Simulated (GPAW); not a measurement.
Band structure of Sr3Ca (Pm-3m, 4 atoms in the cell).

```yaml
crystal:
  lattice:
    - [5.98875, 0.00000, 0.00000]
    - [0.00000, 5.98875, 0.00000]
    - [0.00000, 0.00000, 5.98875]
  atoms:
    - { symbol: Sr, position: [0.00000, 0.50000, 0.50000] }
    - { symbol: Sr, position: [0.50000, 0.00000, 0.50000] }
    - { symbol: Sr, position: [0.50000, 0.50000, 0.00000] }
    - { symbol: Ca, position: [0.00000, 0.00000, 0.00000] }
```

Computed with PBEsol, GPAW PAW datasets PBEsol (made by gpaw-setup) (plane waves; GPAW).

Settings: mode = pw; ecut = 550 eV; xc = PBEsol; kpts = 4 4 4; mesh shift (steps) = 0 0 0; occupations.name = methfessel-paxton; occupations.width = 0.136 eV; occupations.order = 0; nbands = -12; convergence.density = 1e-05 e/electron; symmetry.symmorphic = false; symmetry.tolerance = 0.0005; maxiter = 100; bandpath_npoints = 40.

The starting cell comes from a database of computed structures (which also holds hypothetical and non-ambient phases and stackings), without a prior relaxation at this level.

Levels in eV from the Fermi level, bands 17 to 24:
```tsv
point	17	18	19	20	21	22	23	24
Γ	-3.64	-0.67	-0.43	-0.43	0.47	0.47	0.47	0.97
X	-2.41	-2.41	0.07	0.27	0.56	0.56	0.76	0.76
M	-1.45	-1.39	-1.39	-1.24	0.70	0.95	0.96	0.96
R	-1.26	-0.97	-0.97	-0.97	-0.03	-0.03	-0.03	0.15
```

Bands cross the Fermi level along this path, so the cell is metallic at this level.
